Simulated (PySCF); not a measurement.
PySCF 2.14.0, unrestricted HF/def2-svp, df: Fe(Cl)2(NH3)2 ([NH3]->[Fe](<-[NH3])([Cl])[Cl]), charge 0, multiplicity 5, 11 atoms. The geometry is a generated start, not checked to be a minimum at this level.

task: energy
method: hf
basis: def2-svp
two-electron scheme: density fitting
mol.max_memory: 16000 MB
mf.max_cycle: 100
mf.conv_tol: 1e-11 Hartree
mf.init_guess: minao (default)
mf.DIIS: CDIIS (default)
mf.diis_space: 8 (default)
basis functions: 125

It runs on a single node (Arm Neoverse V2, 96 cores on 1 socket, no SMT, 1 L3 cache group).

Run on 16 threads, 1 BLAS thread, it takes 2.6 s from launch to exit:

```bash
OMP_NUM_THREADS=16 OPENBLAS_NUM_THREADS=1 python -u run.py
```

From its output:

```
[INPUT] num. atoms = 11
[INPUT] num. electrons = 80
number of NR cGTOs = 125
basis = def2-svp
method = DFUHF
initial guess = minao
DIIS = <class 'pyscf.scf.diis.CDIIS'>
diis_space = 8
direct_scf = False
max_memory 16000 MB (current use 107 MB)
auxbasis = def2-svp-jkfit
max_memory = 16000
  alpha nocc = 42  HOMO = 0.216716408841606  LUMO = 0.219086096965213
  beta  nocc = 38  HOMO = 0.0578689332430322  LUMO = 0.123670603134062
  alpha nocc = 42  HOMO = -0.768247302964389  LUMO = -0.729729537099953
  beta  nocc = 38  HOMO = -0.947450296008218  LUMO = -0.937837356528122
  alpha nocc = 42  HOMO = -0.676570836226187  LUMO = -0.411581848206933
  beta  nocc = 38  HOMO = -0.755396706266572  LUMO = -0.677115693209551
  alpha nocc = 42  HOMO = -0.550955963294947  LUMO = -0.159685468112823
  beta  nocc = 38  HOMO = -0.609499468817326  LUMO = -0.572563587760124
  alpha nocc = 42  HOMO = -0.605731421609343  LUMO = -0.122940598885603
  beta  nocc = 38  HOMO = -0.575595198365945  LUMO = -0.468216480834074
  alpha nocc = 42  HOMO = -0.587114004699803  LUMO = -0.0607036638038059
  beta  nocc = 38  HOMO = -0.546715443630637  LUMO = -0.436933502903292
  alpha nocc = 42  HOMO = -0.555300785440776  LUMO = -0.0585669471435146
  beta  nocc = 38  HOMO = -0.530155535638297  LUMO = -0.42405599734033
  alpha nocc = 42  HOMO = -0.53215972296944  LUMO = -0.0552594167205211
  beta  nocc = 38  HOMO = -0.521435984858773  LUMO = -0.418084567834865
  alpha nocc = 42  HOMO = -0.545860796091949  LUMO = -0.0510143578375049
  beta  nocc = 38  HOMO = -0.540207422983689  LUMO = -0.395731364485143
  alpha nocc = 42  HOMO = 0.169745502685488  LUMO = 0.198893422943887
  beta  nocc = 38  HOMO = 0.096899786568569  LUMO = 0.110952167760619
  alpha nocc = 42  HOMO = -0.234473713679741  LUMO = 0.0429364528118681
  beta  nocc = 38  HOMO = -0.233242610800755  LUMO = -0.10805832326987
  alpha nocc = 42  HOMO = -0.196741635980683  LUMO = 0.223151664645441
  beta  nocc = 38  HOMO = -0.115848289653737  LUMO = 0.0802718824709903
  alpha nocc = 42  HOMO = -0.295452184981905  LUMO = 0.225580682745427
  beta  nocc = 38  HOMO = -0.22509950422633  LUMO = 0.0841558062219461
  alpha nocc = 42  HOMO = -0.371047998468308  LUMO = 0.238109330716552
  beta  nocc = 38  HOMO = -0.368502835464408  LUMO = 0.0879671397519326
  alpha nocc = 42  HOMO = -0.372579317427687  LUMO = 0.2355818235813
  beta  nocc = 38  HOMO = -0.38211953970454  LUMO = 0.0837073243911037
  alpha nocc = 42  HOMO = -0.367769194513515  LUMO = 0.23530258881122
  beta  nocc = 38  HOMO = -0.379541361244936  LUMO = 0.084312803749806
  alpha nocc = 42  HOMO = -0.36859010718838  LUMO = 0.235579422660444
  beta  nocc = 38  HOMO = -0.381653126111301  LUMO = 0.0845446078956149
  alpha nocc = 42  HOMO = -0.368086529894608  LUMO = 0.235240942684461
  beta  nocc = 38  HOMO = -0.381336873138509  LUMO = 0.0844770668046007
  alpha nocc = 42  HOMO = -0.368055817104954  LUMO = 0.235252652717159
  beta  nocc = 38  HOMO = -0.381321990101498  LUMO = 0.084517012011899
  alpha nocc = 42  HOMO = -0.368168382428445  LUMO = 0.235205971806019
  beta  nocc = 38  HOMO = -0.38146428311941  LUMO = 0.0844942482369229
  alpha nocc = 42  HOMO = -0.36820219098763  LUMO = 0.235222402194291
  beta  nocc = 38  HOMO = -0.381494287439987  LUMO = 0.084509831957452
  alpha nocc = 42  HOMO = -0.368229761495998  LUMO = 0.235216665801054
  beta  nocc = 38  HOMO = -0.381551292341275  LUMO = 0.084503858639299
  alpha nocc = 42  HOMO = -0.368259067252677  LUMO = 0.235226013450252
  beta  nocc = 38  HOMO = -0.381662380478597  LUMO = 0.0845090392048053
  alpha nocc = 42  HOMO = -0.368338776667363  LUMO = 0.235243135206855
  beta  nocc = 38  HOMO = -0.381974984887029  LUMO = 0.0845111038760136
  alpha nocc = 42  HOMO = -0.368402770183361  LUMO = 0.235268468932729
  beta  nocc = 38  HOMO = -0.382143931363568  LUMO = 0.0845178573150642
  alpha nocc = 42  HOMO = -0.368418133853667  LUMO = 0.235269265497885
  beta  nocc = 38  HOMO = -0.382169931383154  LUMO = 0.0845141955881186
  alpha nocc = 42  HOMO = -0.368428879363552  LUMO = 0.235271162626768
  beta  nocc = 38  HOMO = -0.382181972344214  LUMO = 0.0845145022638487
  alpha nocc = 42  HOMO = -0.368429456186396  LUMO = 0.23527016205603
  beta  nocc = 38  HOMO = -0.382182135482029  LUMO = 0.0845139375746031
  alpha nocc = 42  HOMO = -0.368430168669742  LUMO = 0.235270525832367
  beta  nocc = 38  HOMO = -0.382185904362456  LUMO = 0.084514601926541
  alpha nocc = 42  HOMO = -0.368428083311985  LUMO = 0.235264834405601
  beta  nocc = 38  HOMO = -0.38219962234781  LUMO = 0.0845122390274478
  alpha nocc = 42  HOMO = -0.368414298925567  LUMO = 0.235265240634016
  beta  nocc = 38  HOMO = -0.38221373089306  LUMO = 0.0845142031238071
  alpha nocc = 42  HOMO = -0.36841147794617  LUMO = 0.235264095163036
  beta  nocc = 38  HOMO = -0.382218302288278  LUMO = 0.0845138638855456
  alpha nocc = 42  HOMO = -0.368411343859647  LUMO = 0.235264716079674
  beta  nocc = 38  HOMO = -0.38221964782844  LUMO = 0.0845140735171137
  alpha nocc = 42  HOMO = -0.368410928243714  LUMO = 0.235264923121947
  beta  nocc = 38  HOMO = -0.382219452613384  LUMO = 0.0845142755351365
  alpha nocc = 42  HOMO = -0.368411138261742  LUMO = 0.235265025769972
  beta  nocc = 38  HOMO = -0.382218432258224  LUMO = 0.0845140494505978
  alpha nocc = 42  HOMO = -0.368412209608683  LUMO = 0.235265618103113
  beta  nocc = 38  HOMO = -0.382216157521537  LUMO = 0.0845142481521766
  alpha nocc = 42  HOMO = -0.368413420479987  LUMO = 0.235266083402472
  beta  nocc = 38  HOMO = -0.382209310405927  LUMO = 0.0845139938441619
  alpha nocc = 42  HOMO = -0.36841550508546  LUMO = 0.235266912064099
  beta  nocc = 38  HOMO = -0.382202826187145  LUMO = 0.0845142008268684
  alpha nocc = 42  HOMO = -0.3684168161043  LUMO = 0.235267157694714
  beta  nocc = 38  HOMO = -0.382199385015331  LUMO = 0.0845143129328516
  alpha nocc = 42  HOMO = -0.368416850364063  LUMO = 0.235266994202846
  beta  nocc = 38  HOMO = -0.382198508256863  LUMO = 0.0845142752811396
  alpha nocc = 42  HOMO = -0.368416856965085  LUMO = 0.235266957233497
  beta  nocc = 38  HOMO = -0.382198181012732  LUMO = 0.0845143063139631
  alpha nocc = 42  HOMO = -0.368416739501691  LUMO = 0.235266849593266
  beta  nocc = 38  HOMO = -0.382198028149985  LUMO = 0.0845142768286822
  alpha nocc = 42  HOMO = -0.368416605467463  LUMO = 0.235266838250347
  beta  nocc = 38  HOMO = -0.382197887205805  LUMO = 0.0845142861644197
  alpha nocc = 42  HOMO = -0.36841619323768  LUMO = 0.235266736227989
  beta  nocc = 38  HOMO = -0.382197426049693  LUMO = 0.0845142979588012
  alpha nocc = 42  HOMO = -0.368415649183292  LUMO = 0.235266577552992
  beta  nocc = 38  HOMO = -0.382196987505816  LUMO = 0.0845142292102423
  alpha nocc = 42  HOMO = -0.368415501683013  LUMO = 0.235266581986458
  beta  nocc = 38  HOMO = -0.382196892319512  LUMO = 0.084514250483136
  alpha nocc = 42  HOMO = -0.368415464862414  LUMO = 0.235266566146748
  beta  nocc = 38  HOMO = -0.382196895408022  LUMO = 0.084514235873181
  alpha nocc = 42  HOMO = -0.368415443025929  LUMO = 0.235266573076191
  beta  nocc = 38  HOMO = -0.382196910752815  LUMO = 0.0845142362075055
  alpha nocc = 42  HOMO = -0.368415457699948  LUMO = 0.235266582044312
  beta  nocc = 38  HOMO = -0.382196918651229  LUMO = 0.0845142406628696
integrals held in memory: False
...
    CPU time for cholesky_eri      0.44 sec, wall time      0.18 sec
    CPU time for df vj and vk      1.73 sec, wall time      0.27 sec
init E= -2291.29872344193
    CPU time for initialize scf      1.80 sec, wall time      0.31 sec
    CPU time for df vj and vk      0.43 sec, wall time      0.03 sec
cycle= 1 E= -2279.33417100607  delta_E=   12  |g|=  3.1  |ddm|= 13.5
    CPU time for cycle= 1      0.45 sec, wall time      0.04 sec
    CPU time for df vj and vk      0.43 sec, wall time      0.03 sec
cycle= 2 E= -2246.5123857853  delta_E= 32.8  |g|= 7.64  |ddm|= 16.4
    CPU time for cycle= 2      0.46 sec, wall time      0.04 sec
    CPU time for df vj and vk      0.43 sec, wall time      0.03 sec
cycle= 3 E= -2280.37851780669  delta_E= -33.9  |g|= 4.35  |ddm|= 7.54
    CPU time for cycle= 3      0.46 sec, wall time      0.04 sec
    CPU time for df vj and vk      0.42 sec, wall time      0.03 sec
cycle= 4 E= -2285.10506666862  delta_E= -4.73  |g|= 3.79  |ddm|= 2.42
    CPU time for cycle= 4      0.45 sec, wall time      0.04 sec
    CPU time for df vj and vk      0.43 sec, wall time      0.03 sec
cycle= 5 E= -2285.89412750143  delta_E= -0.789  |g|= 3.65  |ddm|= 0.612
    CPU time for cycle= 5      0.45 sec, wall time      0.04 sec
    CPU time for df vj and vk      0.43 sec, wall time      0.03 sec
...
    CPU time for cycle= 43      0.45 sec, wall time      0.04 sec
    CPU time for df vj and vk      0.43 sec, wall time      0.03 sec
cycle= 44 E= -2293.48199494528  delta_E= -8.45e-10  |g|= 3.58e-06  |ddm|= 0.000132
    CPU time for cycle= 44      0.45 sec, wall time      0.04 sec
    CPU time for df vj and vk      0.42 sec, wall time      0.03 sec
cycle= 45 E= -2293.48199494583  delta_E= -5.44e-10  |g|= 2.46e-06  |ddm|= 0.00014
    CPU time for cycle= 45      0.45 sec, wall time      0.04 sec
    CPU time for df vj and vk      0.43 sec, wall time      0.03 sec
cycle= 46 E= -2293.48199494592  delta_E= -8.87e-11  |g|= 2.15e-06  |ddm|= 5.09e-05
    CPU time for cycle= 46      0.45 sec, wall time      0.04 sec
    CPU time for df vj and vk      0.43 sec, wall time      0.03 sec
cycle= 47 E= -2293.48199494596  delta_E= -3.73e-11  |g|= 2.06e-06  |ddm|= 1.46e-05
    CPU time for cycle= 47      0.45 sec, wall time      0.04 sec
    CPU time for df vj and vk      0.42 sec, wall time      0.03 sec
cycle= 48 E= -2293.48199494596  delta_E= -7.73e-12  |g|= 1.99e-06  |ddm|= 7.18e-06
    CPU time for cycle= 48      0.45 sec, wall time      0.04 sec
    CPU time for df vj and vk      0.43 sec, wall time      0.03 sec
    CPU time for scf_cycle     23.92 sec, wall time      2.26 sec
    CPU time for SCF     23.92 sec, wall time      2.26 sec
converged SCF energy = -2293.48199494599  <S^2> = 6.0092877  2S+1 = 5.0037137
SCF converged: True
wall of the SCF part: 2.267 s
```

Each time is the median wall time of two to five repeats, run one at a time on the otherwise empty machine; start-up is included. Unless noted, each process is bound to its own block of adjacent cores. The times hold for this build (PyPI wheel: OpenMP (GNU), a bundled serial OpenBLAS 0.3.3 under its C layer, NumPy's threaded OpenBLAS held to generic ARMv8 kernels, libcint, Libxc). Scratch files lie in a memory file system.

Problem. What holds this run back, and which change relieves it on the same cores with the result kept within 1.0 meV/atom in energy, 0.050 in <S²>?

Solution. The largest part is J and K builds (net of one-off fitting integrals), 59 % of the time from launch to exit. The log has 50 such calls, with about 13 cores busy by their CPU and wall times. One change that relieves it (others may too): going from mf.conv_tol = 1e-11 Hartree to mf.conv_tol = 1e-05 Hartree, the fastest of the measured ones that keep the result: 2.6 s to 1.5 s (1.8× as fast). The largest move is in J and K builds (net of one-off fitting integrals): 1.6 s to 0.69 s. The count of Fock builds goes from 50 to 21. SCF cycles go from 48 to 19. These two results differ by: energy 0.074 meV/atom, <S²> under 0.001. Others tried: mf.conv_tol = 1e-07 Hartree (2.0 s); mf.conv_tol = 1e-09 (default) (2.3 s). Repeats scatter by up to 7 %. Launch, exit and the like take 0.38 s of the 1.5 s.
